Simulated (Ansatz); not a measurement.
Take GaSb in the zinc blende structure (space group F-43m, No. 216; a = 6.049 Å) as the base. Axes: x, y, z lie along the cube axes.

Calculations: LDA/PAW in Ansatz (an electronic-structure program), no SOC.

It is then changed as follows: the cell is compressed by 3.00 % along z with no lateral relaxation; the atoms relax in the strained cell.

Question: What does the calculation give for the stress after the change?

Answer: The stress (xx, yy, zz, yz, xz, xy; compression positive) amounts to (1.36, 1.36, 2.71, 0.00, 0.00, 0.00) GPa.

Stability against distortions was not tested.
